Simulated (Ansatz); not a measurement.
Consider the following.

End structure of the (21-30) surface of hcp Y in its 1x1 cell, outermost plane spacing 0.40 Å in the ideal cut:

```
CELL_PARAMETERS angstrom
      5.67587     0.00000     0.00000
      0.00000     9.67732     0.00000
      0.00000     0.00000    26.00000
ATOMIC_POSITIONS crystal
  Y  0.25000 0.22439 0.31321
  Y  0.75000 0.45283 0.32942
  Y  0.25000 0.84610 0.35379
  Y  0.75000 0.08198 0.36952
  Y  0.25000 0.49869 0.40355
  Y  0.75000 0.71804 0.42083
  Y  0.25000 0.13654 0.44296
  Y  0.75000 0.35857 0.46023
  Y  0.25000 0.78394 0.49323
  Y  0.75000 0.00177 0.50677
  Y  0.25000 0.42714 0.53977
  Y  0.75000 0.64917 0.55704
  Y  0.25000 0.06767 0.57917
  Y  0.75000 0.28703 0.59645
  Y  0.25000 0.70374 0.63048
  Y  0.75000 0.93962 0.64621
  Y  0.25000 0.33289 0.67058
  Y  0.75000 0.56132 0.68679
```

Slab: 18 atoms, 10.0 Å thick at the start (thin: gaps and levels are the slab's own); k 7x4x1, smearing 0.1 eV, dipole-corrected; all atoms relaxed; held to the start's symmetry, so lower structures may exist; no spin, no spin-orbit, no U.

Task: What surface energy (mean of both faces) does PBE (Ansatz, a program for electronic structure) give?

Result: 1.03 J/m²

Task: Give the work function of the top face at the level PBE.

Result: 3.03 eV
